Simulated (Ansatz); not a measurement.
GaAs: energy against volume

GaAs (zinc blende, F-43m, 21.985 Å³/atom and stress up to 0.01 GPa in the relaxed cell, cube axes along x, y and z) under an equal strain ε along all three axes. LDA in Ansatz, a plane-wave DFT program (PAW, default set), 420 eV, 10×10×10 Γ-centred mesh, Fermi-Dirac smearing 0.05 eV; ions are relaxed, or left where forces stay under 0.02 eV/Å, within the symmetry of each cell.

Here V stands for volume and E for E less E0.

| volume (Å³/atom) | E less E0 (meV/atom) | pressure (GPa) |
|---|---|---|
| 20.6920 | 19.84 | 5.20 |
| 21.0103 | 10.96 | 3.75 |
| 21.3319 | 4.79 | 2.41 |
| 21.6568 | 1.18 | 1.17 |
| 21.9849 | 0.00 | 0.01 |
| 22.3163 | 1.12 | -1.06 |
| 22.6510 | 4.41 | -2.06 |
| 22.9891 | 9.76 | -2.97 |
| 23.3305 | 17.01 | -3.81 |
| 24.0235 | ? | ? |

Task: Fit E against V with the third-order Birch-Murnaghan form, a cubic in V^(-2/3), and predict the withheld value at V = 24.0235.

Result: With u = V^(-2/3) - 0.127, the rows have u = 0.005678, 0.004334, 0.003011, 0.001707, 0.000424, -0.000841, -0.002087, -0.003315, -0.004524. Least squares gives E = 0.129 - 591.4·u + 703795·u² + 2086240·u³. Residuals (row less fit): -0.003, 0.005, 0.004, -0.001, -0.005, -0.003, 0.000, 0.012, -0.006; standard error 0.007 (degrees of freedom: 5). Its minimum lies at u = 0.000419, so V0 = (0.127419)^(-3/2) = 21.99. There d²E/du² = 1413000 and d³E/du³ = 1.252e7, so B0 = (4/9) × 21.99^(-7/3) × 1413000 × 0.160218 = 74.3 GPa (the last factor turns the table's units into GPa), and B0' = 4 + (2/3) × 0.127419 × (1.252e7)/1413000 = 4.8. B0' rests on the cubic coefficient alone and has a standard error of 0.1 from these residuals. At the withheld row, u = -0.006891, so E = 0.129 - 591.4 × (-0.006891) + 703795 × (-0.006891)² + 2086240 × (-0.006891)³ = 36.942 meV/atom. The calculation gives 36.81 meV/atom, 0.132 meV/atom below the prediction (0.4 % of the range of E in the table). The row lies outside the fitted rows, so this is an extrapolation. From the scatter of the fitted rows alone, a prediction at this place has a standard error of 0.029 meV/atom, so the miss is 4.6 times that.

This level leaves no gap over 0.05 eV at strain 2.00, 3.00 %. Other structures, which can take over under pressure, weren't tried. The same form fitted to the pressure column gives B0' = 4.8; series where the two differ by over 0.4 aren't shown. Rows are the converged runs of the series near zero and its far end, less any whose ions stayed unrelaxed beside relaxed ones; series whose fitted rows scatter by over a few per cent of the range, as at a crossing or softening among them, aren't shown in this form.
